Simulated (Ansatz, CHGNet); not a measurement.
For Al2Cu (model structure, started from the Al2Cu type, I4/mcm, No. 140, 6 atoms in the cell), the machine-learned potential CHGNet-r²SCAN (trained on r²SCAN data) gives:

```
Property              Result
-------------------  -------
lattice constant a   5.920 Å
lattice parameter c  4.970 Å
```

### Question
What does r²SCAN+rVV10 (PAW; Ansatz, an electronic-structure program) give for the same quantities?

### Answer

- lattice constant a: 5.986 Å (rises by 1.1 %)
- lattice parameter c: 4.794 Å (falls by 3.5 %)

Changes are worked out from the printed values.

Unless a cell is named, each level is at its own relaxed cell (CHGNet-r²SCAN 14.52, r²SCAN+rVV10 14.32 Å³/atom).

Ansatz's density-functional and Hartree–Fock values are scalar-relativistic unless marked +SOC, with PAW data made under PBE.

A model structure was made by putting elements into a prototype or built by hand; here it ended with the formula and space group of a phase in our tables.
